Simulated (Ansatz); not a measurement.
KTaO3: isotropic strain −2.40 %

The parent structure is KTaO$_{3}$ in the cubic perovskite structure (space group Pm-3m, No. 221; a = 3.985 Å).

Now apply this change: every lattice vector is shortened by 2.40 %; the atoms relax in the strained cell.

Level of theory: PBEsol/PAW in Ansatz (a quantum-chemistry and plane-wave program), no SOC. Γ-centred 8×8×8 mesh, Fermi–Dirac width 0.05 eV.

* **Volume per atom**: 11.77 Å³ (base 12.66 Å³)
* **Space group**: Pm-3m (No. 221) (base Pm-3m (No. 221))
* **Shortest interatomic distance**: 1.945 Å (base 1.993 Å)
* **Energy relative to the base (free energy F)**: +45 meV/atom
* **Pressure**: 17.38 GPa (base 0.00 GPa)
* **Band gap**: 2.28 eV (base 2.14 eV)
* **Gap character**: indirect, R → Γ (base indirect, R → Γ)
* **Smallest direct gap**: 2.84 eV (base 2.75 eV)
* **Mean gap deformation potential ΔEg/Δln V**: -2.0 eV
* **Width of the top valence band**: 1.14 eV (base 1.07 eV)

With Ta present, leaving out spin-orbit coupling can change the band edges. Stability against distortions was not tested.
